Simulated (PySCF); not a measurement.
PySCF 2.14.0, TPSSH/def2-svpd, df: Nb(S)(NH2)2(Me) ([CH3][Nb]([NH2])([NH2])=[S]), 12 atoms. The geometry is a generated start, not checked to be a minimum at this level.

```json
{
 "task": "energy",
 "method": "tpssh",
 "basis": "def2-svpd",
 "two_electron_scheme": "density fitting",
 "mol.max_memory": "3000 MB",
 "mf.max_cycle": "100",
 "mf.init_guess": "minao (default)",
 "mf.DIIS": "CDIIS (default)",
 "mf.diis_space": "8 (default)",
 "mf.conv_tol": "1e-09 (default)",
 "mf.grids.level": "3 (default)",
 "effective_core_potentials": "those of the basis set, past Kr",
 "basis_functions": "177",
 "grid_points": "151896"
}
```

```xyz
12

Nb     0.4043    -0.3009    -0.4278
S      1.3012     1.1129    -1.8955
N      1.7633    -0.6789     0.9097
H      1.7405    -1.3680     1.6642
H      2.6880    -0.2410     0.9393
N     -1.0374    -1.2398    -1.3352
H     -1.3475    -1.0554    -2.2920
H     -1.5984    -2.0193    -0.9869
C     -0.8227     1.2488     0.7122
H     -0.1675     1.9669     1.2172
H     -1.4545     0.7676     1.4679
H     -1.4691     1.8072     0.0268
```

Charge 0 and multiplicity 1 are set for this test and not shown to be the ground state.

One run each on 2 threads, 1 BLAS thread. Values of level_shift (Hartree) tried: 0 (default), 0.1, 0.3, 1.

**Question.** Predict the course of the Fock builds along this series.

**Answer.** Fewest Fock builds, within one of each other: 0 (default) with 17, 0.1 with 17. The count rises to 51 at 1. All converge to one solution.

```tsv
level_shift (Hartree)	Fock builds	end
0 (default)	17	same solution
0.1	17	same solution
0.3	23	same solution
1	51	same solution
```
